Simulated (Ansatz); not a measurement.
Start from SiC in the zinc blende structure (space group F-43m, No. 216; a = 4.356 Å). Axes: x, y, z lie along the cube axes.

Computed with r2SCAN, PAW, 500 eV (Ansatz, a first-principles code; scalar-relativistic without spin-orbit coupling).

It is then changed as follows: a pure shear with ε_yz = ε_zy = 0.0066; the atoms relax in the strained cell.

Question: Predict the stress tensor and what it implies for the stiffness.

Answer: Stress of the strained cell less that of the base (GPa, compression positive):
```
   0.00    0.00    0.00
   0.00    0.04   -3.45
   0.00   -3.45    0.04
```

Then −Δσ/γ with γ = 2ε = 0.0132 gives relaxed-ion elastic constants: C44 ≈ 261 GPa.

Whether these cells are dynamically stable was not tested.
